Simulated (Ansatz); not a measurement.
**A computed series for hypothetical Pm-3n ZnO: response to strain**

The parent structure is ZnO (space group Pm-3n, No. 223; a = 5.657 Å; a hypothetical phase, not in the database extracts checked). Axes: x, y, z lie along the cube axes.

Strains are applied to the cell and any free atomic positions relax; under biaxial strain the out-of-plane vector relaxes too.

All numbers come from Kohn–Sham DFT with the PBE functional, run in Ansatz (a first-principles code) with PAW and 420 eV plane waves, scalar-relativistic without spin-orbit coupling.

Notes on the quantities. energy relative to the base: free energy F.

| variant | band gap | energy relative to the base | shortest interatomic distance |
|---|---|---|---|
| base | 1.05 eV | 0 meV/atom | 2.000 Å |
| biaxial strain +2.82 %, plane normal [001], relaxed out of plane | 0.82 eV | +13 meV/atom | 2.014 Å |
| isotropic strain +1.12 % | 1.02 eV | +5.3 meV/atom | 2.022 Å |
| uniaxial strain ε_xx = +2.35 % | 0.99 eV | +4.2 meV/atom | 2.011 Å |
| tensor shear ε_yz = −1.81 % | 0.99 eV | +1.1 meV/atom | 2.000 Å |

Whether these cells are dynamically stable was not tested.
